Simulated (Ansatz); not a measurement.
Take AlN in the zinc blende structure (space group F-43m, No. 216; a = 4.378 Å) as the base. Axes: x, y, z lie along the cube axes.

Computed with plane-wave PAW DFT at the PBEsol level (Ansatz, a quantum-chemistry and plane-wave program, 420 eV), no spin-orbit coupling.

Strains are applied to the cell and any free atomic positions relax; under biaxial strain the out-of-plane vector relaxes too.

One change was made to it. Results:

The volume per atom decreases by 0.05 Å³, from 10.49 Å³ to 10.44 Å³; the band gap decreases by 0.03 eV, from 3.19 eV to 3.16 eV.

Task: Which of these changes matches the shifts?
A) biaxial strain +0.50 %, plane normal [001], relaxed out of plane
B) biaxial strain −0.50 %, plane normal [001], relaxed out of plane
C) biaxial strain −2.00 %, plane normal [001], relaxed out of plane
D) biaxial strain +2.50 %, plane normal [001], relaxed out of plane

Result: B, biaxial strain −0.50 %, plane normal [001], relaxed out of plane. For comparison, the volume per atom in the other runs: biaxial strain −2.00 %, plane normal [001], relaxed out of plane gives 10.28 Å³; biaxial strain +0.50 %, plane normal [001], relaxed out of plane gives 10.53 Å³; biaxial strain +2.50 %, plane normal [001], relaxed out of plane gives 10.69 Å³.

Whether these cells are dynamically stable was not tested. This is not the structure that AlN has at room temperature and ambient pressure.
